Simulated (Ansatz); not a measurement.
The parent structure is SiS2 (space group I-42d, No. 122).

```xyz
6
Lattice="-2.7773 2.7773 4.3481 2.7773 -2.7773 4.3481 2.7773 2.7773 -4.3481" Properties=species:S:1:pos:R:3 pbc="T T T"
Si     0.0000     2.7773     2.1741
Si     0.0000     0.0000     0.0000
S      1.3887     1.2088    -1.0870
S      1.2088     4.1660     1.0870
S      1.3887     1.5686     3.2611
S      1.5686    -1.3887     5.4352
```

Cartesian axes are those of the cell as printed.

Level of theory: Kohn–Sham DFT with the r2SCAN functional, run in Ansatz (a first-principles code) with PAW and 500 eV plane waves, no SOC.

Before the change:

| Property | Result |
|---|---|
| Electron mass | 0.38 mₑ along c, 0.61 mₑ across (at Γ) |
| Pressure | 0.00 GPa |

It is then changed as follows: biaxial strain −1.71 %, plane normal [001], relaxed out of plane (Cartesian); in-plane vectors clamped, the third vector and the atoms free.

How does this affect the electron mass?

The electron mass becomes 0.39 mₑ out of plane, 0.55 mₑ in plane (at Γ) (base: 0.38 mₑ along c, 0.61 mₑ across (at Γ)).

How does this affect the energy relative to the base?

The energy goes up by 1.0 meV/atom.

How does this affect the pressure?

The pressure (mean of the normal stresses, compression positive) goes from zero to 0.29 GPa.

The levels and masses belong to the bands next to the band gap. Masses are band curvatures over ±0.01 Å⁻¹ around the edge. Stability against distortions was not tested.
